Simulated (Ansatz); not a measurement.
Consider Y in the hcp (Mg type) structure (space group P6_3/mmc, No. 194).

```cif
data_Y2
_chemical_formula_sum 'Y2'
_space_group_name_H-M_alt 'P63/mmc'
_space_group_IT_number 194
_space_group_name_Hall '-P 6c 2c'
_cell_length_a 3.59943
_cell_length_b 3.59943
_cell_length_c 5.58709
_cell_angle_alpha 90.000
_cell_angle_beta 90.000
_cell_angle_gamma 120.000
loop_
_atom_site_label
_atom_site_type_symbol
_atom_site_symmetry_multiplicity
_atom_site_Wyckoff_symbol
_atom_site_fract_x
_atom_site_fract_y
_atom_site_fract_z
_atom_site_occupancy
Y1 Y 2 d 0.66667 0.33333 0.25000 1
```

Computed with Kohn–Sham DFT with the PBEsol functional, run in Ansatz (a program for electronic structure) with PAW and 420 eV plane waves, no spin-orbit coupling.

Before the change:

- Band gap = zero
- Volume per atom = 31.34 Å³

Now apply this change: full substitution Y → Ba, then cell and atoms are relaxed.

Task: Predict the new band gap.

Result: The band gap remains zero.

Task: Predict the new volume per atom.

Result: The volume per atom goes up by 26.58 Å³, from 31.34 Å³ to 57.92 Å³.

Stability against distortions was not tested. As relaxed here, Ba is a hypothetical phase, not in the database extracts checked. All final runs are without spin polarisation.
